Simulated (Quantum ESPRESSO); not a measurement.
**Effort and miss along a sweep of ecutwfc: MgN2O6 (Pa-3, 36 atoms in the cell)**

Cell: a = 7.5393 Å, b = 7.5393 Å, c = 7.5393 Å, α = 90.00°, β = 90.00°, γ = 90.00°.

Method: PBEsol, GBRV 1.5 ultrasoft (PBESOL) pseudopotentials (plane waves; Quantum ESPRESSO).

Base settings: ecutwfc = 40 Ry; ecutrho = 200 Ry; occupations = fixed; potentials = {Mg: mg_pbesol_v1.4.uspp.F.UPF, N: n_pbesol_v1.2.uspp.F.UPF, O: o_pbesol_v1.2.uspp.F.UPF}; K_POINTS = automatic 3 3 3 0 0 0; nbnd = 116; conv_thr = 1e-11 Ry.

Misses are taken against the tightest run, 40 Ry, which need not be fully converged itself. The energy is the free energy per atom.

The count of work is k-points × plane waves × bands × iterations; it is no time, and leaves out set-up, grids and terms that scale otherwise. Core times come from one kind of shared machine and are given to one figure; runs under 30 s give none.

The starting cell comes from a database of computed structures (which also holds hypothetical and non-ambient phases and stackings), without a prior relaxation at this level.

The runs (ecutwfc): 16 Ry (ecutrho: 200 Ry → 80 Ry) | 20 Ry (ecutrho: 200 Ry → 100 Ry) | 24 Ry (ecutrho: 200 Ry → 120 Ry) | 28 Ry (ecutrho: 200 Ry → 140 Ry) | 32 Ry (ecutrho: 200 Ry → 160 Ry) | 36 Ry (ecutrho: 200 Ry → 180 Ry) | 40 Ry.

Q: Which is the coarsest setting among those run that, with all tighter ones, holds the energy within 20 meV/atom of the reference, and what does it save?

A: 36 Ry (ecutrho: 200 Ry → 180 Ry), off by 7.5 meV/atom; its saving against the reference is no more than about a factor of 2 in the count of work.

Q: What does the step from 16 Ry (ecutrho: 200 Ry → 80 Ry) to 32 Ry (ecutrho: 200 Ry → 160 Ry) buy?

A: It takes the miss in the energy from 9800 to 52 meV/atom, for 3.3 times the count of work and roughly 2 times the time.

| ecutwfc | energy less reference (meV/atom) | pressure less reference (GPa) | largest difference in the force on any atom (eV/Å) | count of work / reference | core time / reference (rough) |
|---|---|---|---|---|---|
| 16 Ry (ecutrho: 200 Ry → 80 Ry) | 9816.47 | -365.78 | 0.489 | 0.23 | 0.2 |
| 20 Ry (ecutrho: 200 Ry → 100 Ry) | 3361.20 | -165.56 | 2.009 | 0.33 | 0.3 |
| 24 Ry (ecutrho: 200 Ry → 120 Ry) | 977.80 | -63.53 | 1.217 | 0.47 | 0.4 |
| 28 Ry (ecutrho: 200 Ry → 140 Ry) | 250.50 | -21.49 | 0.291 | 0.54 | 0.5 |
| 32 Ry (ecutrho: 200 Ry → 160 Ry) | 52.27 | -6.03 | 0.041 | 0.77 | 0.5 |
| 36 Ry (ecutrho: 200 Ry → 180 Ry) | 7.51 | -1.13 | 0.014 | 0.86 | 0.6 |
| 40 Ry | 0.00 | 0.00 | 0.000 | 1.0 | 1 |

The last two settings still differ by 7.5 meV/atom, so the table cannot show that the reference is converged.
